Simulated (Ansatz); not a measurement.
Take ScPt₃ in the Cu3Au type structure (space group Pm-3m, No. 221; a = 3.953 Å; relaxed with 0.1 eV smearing) as the base. Axes: x, y, z lie along the cube axes.

Computed with PBEsol (Ansatz, a first-principles code), scalar-relativistic without spin-orbit coupling.

Base values:

The pressure is 0.0 GPa.

Now apply this change: tensile biaxial strain of 0.90 % in the plane normal to [111], as in epitaxy on a mismatched substrate; the out-of-plane cell vector and the atoms relax.

### Question
What happens to the out-of-plane strain, energy relative to the base and pressure?

### Answer
The out-of-plane strain comes out as -0.61 %; the energy grows by 3.3 meV/atom; the pressure (mean of the normal stresses, compression positive) goes from zero to -2.5 GPa.

No phonon test of stability was made. The final runs are not spin-polarised.
